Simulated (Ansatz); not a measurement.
A 16-atom cell of (Ru,Os) started in the hexagonal close-packed structure, site fractions Ru 0.875, Os 0.125, short-range order -0.05 among the nearest mixed sites of the first mixed sublattice (0 is random, a negative value favours unlike neighbours), space group Cm at the end. The mixed sublattice has 16 sites.

The mixing enthalpy is taken against the end members in the hexagonal close-packed type, relaxed in the same cell and mesh.

Computed with PBE (plane waves to 420 eV, PAW; Ansatz, a program for electronic structure). Scalar-relativistic, without spin–orbit coupling; the runs are not spin-polarised. Its k-point mesh 6×6×6, Fermi–Dirac width 0.05 eV.

```csv
cell,energy at zero smearing (eV)
Ru,-94059.011
Os,-182152.787
OsRu7,-105070.789
```

**Question.** Work out the mixing enthalpy per mixed site and the interaction parameter Ω of a regular solution.

**Answer.** With x = 2/16 of the second end member, ΔH = [-105070.789 − 14/16 × (-94059.011) − 2/16 × (-182152.787)] / 16 = -3.5 meV against the separate end members. Ω = ΔH / x(1 − x) = -32 meV.
